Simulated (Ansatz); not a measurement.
**Input and output of a self-consistent single point for KPdF₃ (Pm-3m, 5 atoms in the cell) (Ansatz, an electronic-structure program)**

Method of the run: LDA (PW92), default PAW files made with PBE (plane waves; Ansatz).

The input file:

Ansatz 0.2 input:
```yaml
crystal:
  lattice:
    - [4.296332, 0.000000, 0.000000]
    - [0.000000, 4.296332, 0.000000]
    - [0.000000, 0.000000, 4.296332]
  atoms:
    - { symbol: K, position: [0.500000, 0.500000, 0.500000] }
    - { symbol: Pd, position: [0.000000, 0.000000, 0.000000] }
    - { symbol: F, position: [0.000000, 0.500000, 0.000000] }
    - { symbol: F, position: [0.500000, 0.000000, 0.000000] }
    - { symbol: F, position: [0.000000, 0.000000, 0.500000] }
basis:
  ecutwfc: 420.0 eV
kpoints:
  mp_grid: { grid: [8, 8, 8] }
hamiltonian:
  xc: lda
  pseudopotentials: { kind: paw }
scf:
  occupations: { method: gaussian, width: 0.1 eV }
output:
  forces: true
  eigenvalues: true
  stress: true
```

Log, with long lists cut:

```
WARN ansatz: RAYON_NUM_THREADS=1 ignored (pool sized by the plan → 1); use --threads N
Pseudopotentials: kind: paw
Pseudopotential: K, paw, valence charge 9
Pseudopotential: Pd, paw, valence charge 18
Pseudopotential: F, paw, valence charge 7
Crystal: 5 atoms, lattice volume = 79.304 Å³
Basis set: ecut = 420 eV, 1551 PW (Γ)
Bands: 29, of which v1, the nominal top of the filled ones, is band 24 counted from 1 (23 counted from 0)
Symmetry: 48 space group operations
Space group: Pm-3m (ITA 221), of the structure as read, at distance tolerance 4.3e-5 Å
k-points: 35 of 512
PAW frozen core: K, regenerated for the run's functional, and the local potential with it
PAW frozen core: Pd, regenerated for the run's functional, and the local potential with it
PAW frozen core: F, regenerated for the run's functional, and the local potential with it
Initial density: superposition of atomic densities (neutral atoms: chi_scale 0, normalization atom), corrected by the library's trained network
Initial wavefunctions: pseudopotential atomic-orbital guess
Eigensolver: davidson
Functional: x = slater, c = lda
SCF iter   1: F=—  HF=-10722.784550 eV  |F-HF|=—  |Δ(HF+E_count)|=         —  Δρ=1.80e-2  dr2=1.83e-1  ethr=1.77e-3  ⟨swp⟩=5.5  Hψ=4267  notcnv=0
all-band conjugate gradients solve this SCF's bands
preconditioner: auto → LDOS
SCF iter   2: F=—  HF=-10722.796252 eV  |F-HF|=—  |Δ(HF+E_count)|=   1.17e-2  Δρ=2.03e-2  dr2=1.93e-1  ethr=3.80e-4  ⟨swp⟩=2.3  Hψ=2266  notcnv=0  defer=19
SCF iter   3: F=—  HF=-10722.730367 eV  |F-HF|=—  |Δ(HF+E_count)|=   6.59e-2  Δρ=1.77e-3  dr2=2.04e-3  ethr=3.80e-4  ⟨swp⟩=2.1  Hψ=1769  notcnv=0  defer=19
SCF iter   4: F=—  HF=-10722.730093 eV  |F-HF|=—  |Δ(HF+E_count)|=   2.75e-4  Δρ=9.36e-4  dr2=6.09e-4  ethr=4.25e-6  ⟨swp⟩=2.9  Hψ=1894  notcnv=0  defer=19
SCF iter   5: F=—  HF=-10722.729991 eV  |F-HF|=—  |Δ(HF+E_count)|=   1.02e-4  Δρ=3.55e-4  dr2=8.44e-5  ethr=1.27e-6  ⟨swp⟩=2.0  Hψ=1593  notcnv=0  defer=19
SCF iter   6: F=—  HF=-10722.729970 eV  |F-HF|=—  |Δ(HF+E_count)|=   2.12e-5  Δρ=3.52e-5  dr2=6.08e-7  ethr=1.76e-7  ⟨swp⟩=2.0  Hψ=1715  notcnv=0  defer=19
SCF iter   7: F=-10722.729969 eV  HF=-10722.729969 eV  |F-HF|=7.16e-9  |Δ(HF+E_count)|=   1.73e-7  Δρ=6.12e-6  dr2=1.67e-8  ethr=2.08e-10  ⟨swp⟩=7.2  Hψ=4334  notcnv=0
SCF 1 converged in 7 iterations: F = -10722.729969 eV  dr2 = 1.67e-8
SCF converged after 7 iterations
Free energy (F): -10722.729969 eV
Harris-Foulkes:  -10722.729969 eV  (|F-HF|=7.16e-9)
Internal energy: -10722.718171 eV  (E = F + TS)
E sigma→0 (E₀):  -10722.724070 eV
Entropy (-TS):   -0.011798 eV (-2.360 meV/atom)
Fermi energy:    5.891133 eV
--- Per-component energies (eV) ---
  E_band       = -551.552153
  E_kinetic    = 1373.288788
  E_local      = -5382.247939  (includes V_loc(G=0)·N_el)
  E_nonlocal   = 468.456441
  E_hartree    = 2111.009364
  E_xc         = -530.199303
  E_vxc        = -671.963574  (∫ρ·V_xc dr)
  E_paw        = -4926.720532  (= ΣΔE_a)
  E_vpaw       = -561.106135  (= ΣTr[D̂ρ^β])
  E_aug_tail   = 0.005994  (compensation charges beyond the density's cutoff)
  E_ewald      = -3837.588973
  E_core_change = 1.277989  (= ΣΔE_core)
  E_smearing   = -0.011798  (= −TS)
  E_closure    = -0.000000  (closes the sum)
  Σ components = -10722.729969   (vs F -10722.729969, Δ=0.00e0)
--- Forces (eV/Å), atoms counted from 1 ---
  atom   1  K      0.00000000     0.00000000     0.00000000
   [... zero for the other atoms too ...]
  max |Σ_I F_I| component: 4.20e-29 eV/Å
--- Stress (GPa, compression-positive) ---
       -7.480521       0.000000       0.000000
        0.000000      -7.480521       0.000000
        0.000000       0.000000      -7.480521
  P = ⅓ Tr σ = -7.4805 GPa (-74.805 kbar)
  The stress holds the Pulay correction. Without it, at fixed plane waves, as pw.x and ABINIT print it: P = -8.1539 GPa
--- Band table (eV; the first three rows and the last of 35) ---
  k-point 0: bands = ["-78.1507", "-43.9444", "-43.9444", "-43.9444", "-22.9682", "-16.9357", "-16.6076", "-16.6076", "-6.6333", "-6.6333", "-6.6333", "0.3867", "0.3867", "0.3867", "1.9291", "1.9291", "1.9291", "1.9784", "1.9784", "1.9784", [...]
  k-point 1: bands = ["-78.1507", "-43.9448", "-43.9444", "-43.9444", "-22.9669", "-16.9213", "-16.6071", "-16.6070", "-6.6362", "-6.6303", "-6.6303", "0.1703", "0.3974", "0.3974", "1.8015", "1.8193", "1.8193", "1.9067", "1.9540", "1.9540", [...]
  k-point 2: bands = ["-78.1506", "-43.9456", "-43.9444", "-43.9444", "-22.9637", "-16.8876", "-16.6057", "-16.6039", "-6.6431", "-6.6230", "-6.6230", "-0.3192", "0.4289", "0.4289", "1.5422", "1.5639", "1.5639", "1.8535", "1.9316", "1.9316", [...]
  k-point 34: bands = ["-78.1506", "-43.9467", "-43.9467", "-43.9467", "-22.9472", "-16.5919", "-16.5919", "-16.5919", "-6.7287", "-6.7287", "-6.7287", "-1.1317", "-0.8223", "-0.8223", "0.4501", "0.4501", "0.4501", "2.3826", "2.3826", "2.3826", [...]
```

The run converged in 7 iterations.

The starting cell comes from a database of computed structures (which also holds hypothetical and non-ambient phases and stackings), without a prior relaxation at this level. Its lattice was rescaled by up to half a per cent. Spin polarisation is off. With a pressure of about -7 GPa the cell is away from its equilibrium volume at this level. Ansatz's pressure includes its estimate of the finite-basis (Pulay) stress. Without the estimate this run gives -8.15 GPa.
